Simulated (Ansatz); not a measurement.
Consider Li vacancy in bcc Li, neutral cell. Method: PBE, PAW (plane waves to 420 eV; Ansatz, a program for electronic structure).

Cell of 54 host sites held at the relaxed PBE lattice; a 3×3×3 k-point mesh shifted by half a step; Fermi-Dirac width 0.10 eV, spin-restricted; finite-size errors left in. Static, classical nuclei. Forms of the defect that were not tried may lie lower.

Barriers: single points on a 5×5×5 k-point mesh shifted by half a step at the bands' geometries.

Relaxed starting cell (atoms counted from 1):

```yaml
crystal:
  lattice:
    - [10.31242, 0.00000, 0.00000]
    - [0.00000, 10.31242, 0.00000]
    - [0.00000, 0.00000, 10.31242]
  atoms:
    - { symbol: Li, position: [0.00036, 0.00005, 0.34485] }
    - { symbol: Li, position: [0.99938, 0.00028, 0.65654] }
    - { symbol: Li, position: [0.99940, 0.34488, 0.00063] }
    - { symbol: Li, position: [0.00001, 0.33126, 0.33159] }
    - { symbol: Li, position: [0.99944, 0.33126, 0.66968] }
    - { symbol: Li, position: [0.99952, 0.65504, 0.00048] }
    - { symbol: Li, position: [0.00030, 0.66933, 0.33110] }
    - { symbol: Li, position: [0.99945, 0.66875, 0.66996] }
    - { symbol: Li, position: [0.34434, 0.00044, 0.00008] }
    - { symbol: Li, position: [0.33000, 0.99989, 0.33167] }
    - { symbol: Li, position: [0.33041, 0.00026, 0.67021] }
    - { symbol: Li, position: [0.33123, 0.33093, 0.00024] }
    - { symbol: Li, position: [0.32923, 0.32956, 0.33056] }
    - { symbol: Li, position: [0.32924, 0.32924, 0.67130] }
    - { symbol: Li, position: [0.33099, 0.66910, 0.00033] }
    - { symbol: Li, position: [0.32854, 0.67129, 0.32999] }
    - { symbol: Li, position: [0.32942, 0.67063, 0.67129] }
    - { symbol: Li, position: [0.65527, 0.00020, 0.00088] }
    - { symbol: Li, position: [0.66913, 0.99993, 0.33137] }
    - { symbol: Li, position: [0.66910, 0.99991, 0.66920] }
    - { symbol: Li, position: [0.66832, 0.33121, 0.00127] }
    - { symbol: Li, position: [0.67021, 0.32931, 0.33013] }
    - { symbol: Li, position: [0.67010, 0.32978, 0.67006] }
    - { symbol: Li, position: [0.66863, 0.66922, 0.00092] }
    - { symbol: Li, position: [0.67015, 0.67114, 0.33001] }
    - { symbol: Li, position: [0.67051, 0.67097, 0.67081] }
    - { symbol: Li, position: [0.15695, 0.15739, 0.15744] }
    - { symbol: Li, position: [0.16696, 0.16760, 0.50100] }
    - { symbol: Li, position: [0.15554, 0.15659, 0.84456] }
    - { symbol: Li, position: [0.16766, 0.49983, 0.16779] }
    - { symbol: Li, position: [0.16631, 0.50024, 0.50082] }
    - { symbol: Li, position: [0.16739, 0.49986, 0.83312] }
    - { symbol: Li, position: [0.15620, 0.84390, 0.15619] }
    - { symbol: Li, position: [0.16685, 0.83266, 0.50147] }
    - { symbol: Li, position: [0.15638, 0.84299, 0.84375] }
    - { symbol: Li, position: [0.49946, 0.16732, 0.16845] }
    - { symbol: Li, position: [0.49960, 0.16606, 0.50044] }
    - { symbol: Li, position: [0.50053, 0.16762, 0.83283] }
    - { symbol: Li, position: [0.49942, 0.50028, 0.16763] }
    - { symbol: Li, position: [0.49953, 0.50050, 0.50031] }
    - { symbol: Li, position: [0.50015, 0.50010, 0.83377] }
    - { symbol: Li, position: [0.49935, 0.83291, 0.16806] }
    - { symbol: Li, position: [0.49945, 0.83390, 0.50059] }
    - { symbol: Li, position: [0.50013, 0.83278, 0.83304] }
    - { symbol: Li, position: [0.84357, 0.15668, 0.15710] }
    - { symbol: Li, position: [0.83263, 0.16750, 0.50025] }
    - { symbol: Li, position: [0.84210, 0.15750, 0.84360] }
    - { symbol: Li, position: [0.83211, 0.50015, 0.16846] }
    - { symbol: Li, position: [0.83333, 0.50041, 0.50012] }
    - { symbol: Li, position: [0.83150, 0.49982, 0.83317] }
    - { symbol: Li, position: [0.84336, 0.84339, 0.15710] }
    - { symbol: Li, position: [0.83284, 0.83259, 0.50030] }
    - { symbol: Li, position: [0.84309, 0.84358, 0.84428] }
```

End state 1 differs by these moves (Å; atoms that move under 0.08 Å are left out):

```json
[
 {"atom": "1", "element": "Li", "Δx": "0.10", "Δy": "0.11", "Δz": "-0.20"},
 {"atom": "2", "element": "Li", "Δx": "0.00", "Δy": "0.00", "Δz": "0.12"},
 {"atom": "3", "element": "Li", "Δx": "0.12", "Δy": "-0.21", "Δz": "0.11"},
 {"atom": "4", "element": "Li", "Δx": "0.12", "Δy": "-0.08", "Δz": "-0.07"},
 {"atom": "6", "element": "Li", "Δx": "0.01", "Δy": "0.12", "Δz": "0.00"},
 {"atom": "9", "element": "Li", "Δx": "-0.21", "Δy": "0.11", "Δz": "0.12"},
 {"atom": "10", "element": "Li", "Δx": "-0.07", "Δy": "0.12", "Δz": "-0.07"},
 {"atom": "12", "element": "Li", "Δx": "-0.07", "Δy": "-0.07", "Δz": "0.12"},
 {"atom": "13", "element": "Li", "Δx": "-0.04", "Δy": "-0.05", "Δz": "-0.05"},
 {"atom": "14", "element": "Li", "Δx": "0.07", "Δy": "0.06", "Δz": "-0.03"},
 {"atom": "16", "element": "Li", "Δx": "0.06", "Δy": "-0.03", "Δz": "0.06"},
 {"atom": "18", "element": "Li", "Δx": "0.13", "Δy": "0.00", "Δz": "0.00"},
 {"atom": "22", "element": "Li", "Δx": "-0.04", "Δy": "0.07", "Δz": "0.06"},
 {"atom": "27", "element": "Li", "Δx": "-1.51", "Δy": "-1.50", "Δz": "-1.50"},
 {"atom": "28", "element": "Li", "Δx": "0.01", "Δy": "0.00", "Δz": "0.13"},
 {"atom": "29", "element": "Li", "Δx": "0.12", "Δy": "0.12", "Δz": "-0.22"},
 {"atom": "30", "element": "Li", "Δx": "0.00", "Δy": "0.13", "Δz": "0.01"},
 {"atom": "33", "element": "Li", "Δx": "0.11", "Δy": "-0.21", "Δz": "0.12"},
 {"atom": "35", "element": "Li", "Δx": "0.11", "Δy": "-0.06", "Δz": "-0.06"},
 {"atom": "36", "element": "Li", "Δx": "0.13", "Δy": "0.00", "Δz": "0.00"},
 {"atom": "44", "element": "Li", "Δx": "-0.03", "Δy": "0.06", "Δz": "0.07"},
 {"atom": "45", "element": "Li", "Δx": "-0.22", "Δy": "0.12", "Δz": "0.12"},
 {"atom": "47", "element": "Li", "Δx": "-0.06", "Δy": "0.11", "Δz": "-0.06"},
 {"atom": "50", "element": "Li", "Δx": "0.06", "Δy": "-0.03", "Δz": "0.06"},
 {"atom": "51", "element": "Li", "Δx": "-0.07", "Δy": "-0.07", "Δz": "0.11"},
 {"atom": "53", "element": "Li", "Δx": "-0.05", "Δy": "-0.05", "Δz": "-0.05"}
]
```

### Question
What is the computed forward and backward barriers to end state 1 (PBE, PAW)?

### Answer
forward 0.055 eV, backward 0.055 eV; at the saddle point atom 27 has neighbours 3 Li at 2.96, 3 Li at 2.97, 3 Li at 3.44, 3 Li at 3.48 Å. The saddle point's order was not checked, and it lies on a symmetry element of the cell, where a band can be held.

End state 2 differs by these moves (Å; atoms that move under 0.08 Å are left out):

```json
[
 {"atom": "1", "element": "Li", "Δx": "0.02", "Δy": "0.00", "Δz": "-0.14"},
 {"atom": "2", "element": "Li", "Δx": "0.02", "Δy": "0.00", "Δz": "0.14"},
 {"atom": "3", "element": "Li", "Δx": "0.03", "Δy": "-0.14", "Δz": "-0.01"},
 {"atom": "6", "element": "Li", "Δx": "0.02", "Δy": "0.15", "Δz": "0.00"},
 {"atom": "9", "element": "Li", "Δx": "-3.67", "Δy": "0.00", "Δz": "0.00"},
 {"atom": "10", "element": "Li", "Δx": "0.02", "Δy": "0.00", "Δz": "0.14"},
 {"atom": "11", "element": "Li", "Δx": "0.03", "Δy": "0.00", "Δz": "-0.15"},
 {"atom": "12", "element": "Li", "Δx": "0.02", "Δy": "0.15", "Δz": "0.01"},
 {"atom": "15", "element": "Li", "Δx": "0.02", "Δy": "-0.14", "Δz": "0.01"},
 {"atom": "18", "element": "Li", "Δx": "0.22", "Δy": "0.00", "Δz": "0.00"},
 {"atom": "22", "element": "Li", "Δx": "-0.08", "Δy": "0.00", "Δz": "0.00"},
 {"atom": "23", "element": "Li", "Δx": "-0.08", "Δy": "0.00", "Δz": "0.01"},
 {"atom": "26", "element": "Li", "Δx": "-0.09", "Δy": "0.00", "Δz": "0.00"},
 {"atom": "27", "element": "Li", "Δx": "0.20", "Δy": "0.00", "Δz": "0.00"},
 {"atom": "29", "element": "Li", "Δx": "0.22", "Δy": "0.00", "Δz": "0.00"},
 {"atom": "33", "element": "Li", "Δx": "0.21", "Δy": "0.00", "Δz": "0.01"},
 {"atom": "35", "element": "Li", "Δx": "0.20", "Δy": "0.00", "Δz": "0.00"},
 {"atom": "36", "element": "Li", "Δx": "-0.11", "Δy": "-0.11", "Δz": "-0.12"},
 {"atom": "38", "element": "Li", "Δx": "-0.11", "Δy": "-0.11", "Δz": "0.11"},
 {"atom": "42", "element": "Li", "Δx": "-0.10", "Δy": "0.10", "Δz": "-0.10"},
 {"atom": "44", "element": "Li", "Δx": "-0.12", "Δy": "0.11", "Δz": "0.12"},
 {"atom": "45", "element": "Li", "Δx": "-0.11", "Δy": "0.11", "Δz": "0.11"},
 {"atom": "47", "element": "Li", "Δx": "-0.11", "Δy": "0.11", "Δz": "-0.10"},
 {"atom": "51", "element": "Li", "Δx": "-0.11", "Δy": "-0.11", "Δz": "0.11"},
 {"atom": "53", "element": "Li", "Δx": "-0.11", "Δy": "-0.11", "Δz": "-0.11"}
]
```

### Question
What is the computed forward and backward barriers to end state 2 (PBE, PAW)?

### Answer
forward 0.17 eV, backward 0.17 eV; at the saddle point atom 9 has neighbours 4 Li at 2.83 Å. The saddle point's order was not checked, and it lies on a symmetry element of the cell, where a band can be held.
